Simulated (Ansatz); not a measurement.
The starting structures come from a database of crystals and need not be the phases stable at ambient conditions.

## Evanescent states of Cd(HO)₂ (P-3m1, 5 atoms a cell, 10.0 Å³ an atom, -2 GPa at this level) along the normal of (001)

The numbers are results of r2SCAN (plane waves, PAW; Ansatz, an electronic-structure program), not measurements.

The gap is the functional's own, uncorrected, and κ follows it; spin-orbit coupling is left out. Mid-gap means the computed energy nearest the middle.

Energies count from the valence-band top; κ is the least over a 12×12 mesh across the current.

```csv
E (eV),κ (1/Å),where
0.06,0.167,off Γ
0.18,0.283,off Γ
0.30,0.357,off Γ
0.42,0.410,Γ
0.54,___,Γ
0.66,___,Γ
0.78,___,Γ
0.90,___,Γ
1.02,___,Γ
1.14,___,Γ
1.26,___,Γ
1.38,___,Γ
1.50,___,Γ
1.62,___,Γ
1.74,0.232,Γ
1.86,0.202,Γ
1.98,0.166,Γ
2.10,0.117,Γ
```

Question: Some entries are withheld; supply them.

Answer: 
- 0.54, κ (1/Å): 0.400
- 0.66, κ (1/Å): 0.389
- 0.78, κ (1/Å): 0.377
- 0.90, κ (1/Å): 0.364
- 1.02, κ (1/Å): 0.350
- 1.14, κ (1/Å): 0.335
- 1.26, κ (1/Å): 0.318
- 1.38, κ (1/Å): 0.300
- 1.50, κ (1/Å): 0.280
- 1.62, κ (1/Å): 0.258
